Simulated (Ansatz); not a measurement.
## Pt under a change: Pt interstitial (started 1.97 Å from the nearest host atom), symmetric start

Consider a 12-atom supercell of Pt in the fcc (Cu type) structure (space group Fm-3m, No. 225; a = 3.9400 Å) at its relaxed geometry.

One thing is altered: one Pt atom is added in an open site, starting 1.97 Å from the nearest host atom, atoms relaxed at fixed cell.

All numbers come from r2SCAN (Ansatz, a first-principles code; PAW; 500 eV plane waves; no spin-orbit coupling), earlier PAW set. Γ-centred 7×5×7 mesh, Fermi–Dirac width 0.05 eV.

The pressure increases by 59.7 GPa to 59.6 GPa and the largest displacement of a host atom from its site in the perfect cell is 0.34 Å. The final site of the added atom amounts to 6 Pt at 2.28 Å (octahedral).

The cell is small, so the values are those of an ordered compound at a high defect concentration; dilute-limit values will differ. The defect started on the symmetric site and kept its symmetry, so it may sit on a saddle. The final runs are not spin-polarised. The defect cell is not spin-polarised.
